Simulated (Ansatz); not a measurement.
Gap of an armchair MoS2 nanoribbon, N = 9, bare edges at several levels, all on one geometry.

Levels: PBE (plane waves to 420 eV, PAW; Ansatz, a first-principles code); Ansatz with PBE with spin-orbit coupling; r2SCAN (plane waves to 500 eV, PAW; Ansatz). Unmarked values and the geometry are of the first. Mesh 1×1×6. No spin polarisation, so a magnetic state wasn't tested. It repeats along c; a and b span vacuum. An idealised model, cut from the flat sheet. Only distortions within the start's symmetry and period were free. Values not marked SOC lack spin–orbit coupling.

| level | gap (eV) |
|---|---|
| PBE | 0.51 |
| PBE+SOC | 0.51 |
| r2SCAN | (withheld) |

Question: Complete the blanks.

Answer: 
- r2SCAN, gap (eV): 0.68
